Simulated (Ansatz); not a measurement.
## ZnO (space group Pm-3n, No. 223; a hypothetical phase, not in the database extracts checked)

ZnO is modelled in the cubic space group Pm-3n (No. 223), Pearson symbol cP12. Conventional cell: a = b = c = 5.6566 Å, α = β = γ = 90.00°. Zn on 6c is surrounded by 4 O at 2.000 Å. O on 6d is surrounded by 4 Zn at 2.000 Å. (Neighbours: up to the widest gap in distance over summed covalent radii, below 1.35, at either atom; cation-cation and far metal-metal contacts left out.)

Calculations: DFT with PBE, PAW potentials and a 420 eV plane-wave cutoff in Ansatz (a program for electronic structure), no SOC. Γ-centred 5×5×5 mesh, Fermi–Dirac width 0.05 eV.

| Item | Result |
|---|---|
| Volume per atom | 15.08 Å³ |
| Density | 4.48 g/cm³ |
| Band gap | 1.05 eV, direct at Γ |
| Electron mass | 0.21 mₑ |
| Lowest conduction-band minima above the VBM | Γ 1.05 eV |
| Total energy | -1943.360 eV/atom (σ→0; compares only within this code and set-up) |

Effective masses come from finite differences of ±0.01 Å⁻¹. Stability against distortions was not tested.
